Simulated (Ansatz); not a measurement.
We consider CsCl-type CeAg, described by LDA (Ansatz, a first-principles code, plane waves, PAW).

Numerical settings: plane-wave cutoff 520 eV, 14×14×14 k mesh, Fermi–Dirac smearing 0.05 eV, spin-polarised with parallel moments, scalar-relativistic PAW data made under PBE.

Cell (relaxed at this level):

```yaml
crystal:
  lattice:
    - [3.60433, 0.00000, 0.00000]
    - [0.00000, 3.60433, 0.00000]
    - [0.00000, 0.00000, 3.60433]
  atoms:
    - { symbol: Ag, position: [0.00000, 0.00000, 0.00000] }
    - { symbol: Ce, position: [0.50000, 0.50000, 0.50000], spin: 1.0 }
```

Task: Predict the bulk modulus B0.

Result: 
- bulk modulus B0 = 67.6 GPa

The run finds no gap.

Note: the magnetic order was assumed, not searched for or taken from measurement; the bulk modulus is −V dP/dV from two relaxed cells at ±2 % in volume; the 4f shell is treated without U or exact exchange, so its levels and filling can be wrong; the volume lies 13 % below that of the published cell.

Spins in the cell block are starting values.

Spin–orbit coupling is not included.

Computed values are for the static lattice.

Cost on a shared machine: about 70 core-seconds (a rough figure).
